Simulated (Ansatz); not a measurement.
zinc-blende BN: the defect Mg on the B site + 1 H

Level of theory: PBE, PAW (plane waves to 420 eV; Ansatz, a first-principles code). A 2×2×2 supercell of 64 sites was used; the energies come from a 2×2×2 shifted sampling of its zone. Sites at the start: the B site; H antibonding at the neighbour. Charged cells carry a point-charge image correction with potential alignment at far atoms. Dielectric constants: PBE linear response of the host. Host gap at this level: 4.46 eV. A cell of this size leaves errors of a few tenths of an eV. PBE underestimates the host's gap, which shifts levels and can delocalise carriers. Spin–orbit coupling is left out. Each state is the lowest found from its start.

| charge | moment (μB) | largest move off a lattice site (Å) | image correction with alignment (eV) |
|---|---|---|---|
| +1* | 1.0 | 0.32 | – |
| 0 | not spin-polarised | 0.32 | 0.00 |

* At this level the carrier isn't localised at the defect: at charge +1 holes occupy the valence band. Such a state is shallow or no state of the defect, and this cell gives it no level.

No other site or start that was run ended lower by more than 0.1 eV.

Flagged in the runs: a doubtful potential alignment, a strain field that reaches the edge of the cell.
